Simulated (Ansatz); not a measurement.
# Mo2N: pressure series

The reference is Mo2N (space group R-3m, No. 166; a = 2.8740 Å, c = 14.7767 Å (hexagonal axes); a cell from a computed database, its experimental status unchecked).

Cell and atoms are relaxed at each pressure.

Level of theory: Ansatz (a first-principles code), PBEsol, PAW, cutoff 420 eV, scalar-relativistic without spin-orbit coupling.

```csv
pressure (GPa),volume per atom (Å³/atom)
0,11.744
0.3,11.734
0.7,?
1.5,11.692
3,11.641
5,11.574
7.5,11.493
10,11.415
```

### Question
Fit the third-order Birch–Murnaghan form P(V) = (3B₀/2)[(V₀/V)^(7/3) − (V₀/V)^(5/3)]·[1 + (3/4)(B₀′ − 4)((V₀/V)^(2/3) − 1)] (squares taken in P) to the rows shown and predict the withheld row.

### Answer
Least squares on the printed values gives V₀ = 11.744 Å³/atom, B₀ = 333 GPa, B₀′ = 3.8; this predicts 11.720 Å³/atom, and the run gives 11.720 Å³/atom, in agreement.

Load acts through the strain it causes; cell and atoms are relaxed under it. Stability against distortions was not tested. No other phases were tried under pressure. All final runs are without spin polarisation. An odd electron count without spin: Mo2N.
